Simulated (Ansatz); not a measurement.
The reference is Mo in the bcc (W type) structure (space group Im-3m, No. 229; a = 3.151 Å; relaxed with 0.1 eV smearing).

Computed with r2SCAN (Ansatz, a quantum-chemistry and plane-wave program), without spin-orbit coupling, earlier PAW set.

Base values:

| Item | Value |
|---|---|
| Pressure | 0.0 GPa |
| Band gap | zero |

Now apply this change: an isotropic linear strain of −2.32 %; the atoms relax in the strained cell.

Task: Predict the new pressure, band gap and energy relative to the base.

Result: The pressure goes from zero to 22.2 GPa; the band gap remains zero; the energy rises by 69 meV/atom.

Stability against distortions was not tested. All final runs are without spin polarisation.
